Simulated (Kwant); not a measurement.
Device: circular cavity between two wires in a CdTe two-dimensional gas. Effective mass 0.096 mₑ, grid spacing 5 nm, hard walls, nominal width 60 nm (11 grid rows, so walls 60 nm apart), one parabolic valley, scattering region 540 nm long along x; energies count from the band bottom; Fermi energy swept from 0.00087044 to 0.013057 eV. Cavity of radius 130 nm, straight part 0 nm, centre moved sideways by 48 nm.

The device is made up for the run: typed textbook-type constants, with dimensions and the other settings drawn at random.

Computed with Kwant: effective-mass tight-binding model on a square grid, one spin, coherent transport at 0 K. Conductance is in e²/h.

How many channels do the leads carry at E = 5.17, 8.55, 13.1 meV?

The hard-wall thresholds are n² ħ²π²/(2mW²) = n² × 1.09 meV with W = 60 nm. √(5.17/1.09) = 2.18, so 2. √(8.55/1.09) = 2.80, so 2. √(13.1/1.09) = 3.46, so 3.
